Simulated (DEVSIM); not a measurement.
Device: abrupt Si p-n junction, at 250 K.

Layer 1 from the left is Si, thickness (μm) 22.0, Na (cm⁻³) 4.3e15, τn (s) 0.00018, τp (s) 0.00018. Layer 2 from the left is Si, thickness (μm) 81.0, Nd (cm⁻³) 3.2e16, τn (s) 0.00018, τp (s) 0.00018.

Left contact: ohmic. Right contact: ohmic. Voltage is applied to the left contact. Recombination: SRH at mid-gap, radiative, Auger. Mobility is μmin + (μ − μmin)/(1 + (N/Nref)^α).

Constants are typed, rounded textbook-type inputs, not results; the design itself was drawn at random and stands for no fabricated device. Values at 300 K; Nc and Nv go as T^1.5, mobilities as T to minus their exponent, the gap by Varshni's rule with the affinity fixed.

Si: gap (eV) 1.124, affinity (eV) 4.05, permittivity 11.7, Nc (cm⁻³) 2.86e19, Nv (cm⁻³) 3.1e19, μn (cm²/Vs) 1417, μp (cm²/Vs) 470, μn,min 52, μp,min 45, Nref,n 9.7e16, Nref,p 2.2e17, αn 0.68, αp 0.72, T exponent of μn 2.3, T exponent of μp 2.2, B (cm³/s) 4.7e-15, Cn (cm⁶/s) 2.8e-31, Cp (cm⁶/s) 9.9e-32, Varshni α (eV/K) 0.000473, Varshni β (K) 636.

Question: Estimate by hand the built-in potential, the peak field at zero bias, the capacitance at -1.5 V, and compare with a numerical solution.

Answer: 
- Built-in potential: ni = √(Nc Nv) exp(−Eg/2kT) = 8.01e7 cm⁻³ with Eg = 1.136 eV; Vbi = kT/q ln(Na Nd/ni²) = 0.810 V; numerical 0.810 V.
- Peak field at zero bias: depletion approximation: W = √(2εVbi/(qN)) = 0.526 μm with N = 3.79e15 cm⁻³; field = 2Vbi/W = 30800 V/cm; numerical 30000 V/cm (estimate above by 2.7 %).
- Capacitance at -1.5 V: C = √(qεN / 2(Vbi + |V|)) = 11.7 nF/cm²; numerical 11.8 nF/cm² (estimate below by 0.93 %).

Simulated with DEVSIM: 1D drift-diffusion, Boltzmann statistics, complete ionisation; no tunnelling, impact ionisation, image-force lowering or self-heating.
